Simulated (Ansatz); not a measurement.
The starting structures come from a database of crystals and need not be the phases stable at ambient conditions.

The decay constant κ of evanescent states in the gap governs leakage through a thin film.

Input:

```
Cs2Zn3S4
1.0
    5.82798     0.00000     0.00000
    0.00000    11.37055     0.00000
    2.91399     5.68527     6.98548
Cs Zn S
4 6 8
Direct
  0.23397   0.12062   0.00000
  0.76603   0.87938   0.00000
  0.73397   0.37938   0.00000
  0.26603   0.62062   0.00000
  0.25000   0.75000   0.50000
  0.75000   0.25000   0.50000
  0.75000   0.97612   0.50000
  0.25000   0.02388   0.50000
  0.75000   0.52388   0.50000
  0.25000   0.47612   0.50000
  0.06340   0.20933   0.31464
  0.93660   0.79067   0.68536
  0.62196   0.47603   0.31464
  0.37804   0.52397   0.68536
  0.87804   0.29067   0.68536
  0.12196   0.70933   0.31464
  0.43660   0.02397   0.68536
  0.56340   0.97603   0.31464
```

Space group of this cell: Ibam. The cell is taken as given; by PBEsol its mean pressure is -1.3 GPa.

Transport runs along the normal of the first two printed cell vectors.

The gap is the functional's own. No spin-orbit coupling. Mid-gap values are interpolated on the energy grid.

### Question
State the band gap and the smallest decay constant κ at mid-gap according to PBEsol (Ansatz, an electronic-structure program).

### Answer
Gap 2.70 eV on a 6×6×6 mesh; κ = 0.217 1/Å, at the zone centre.
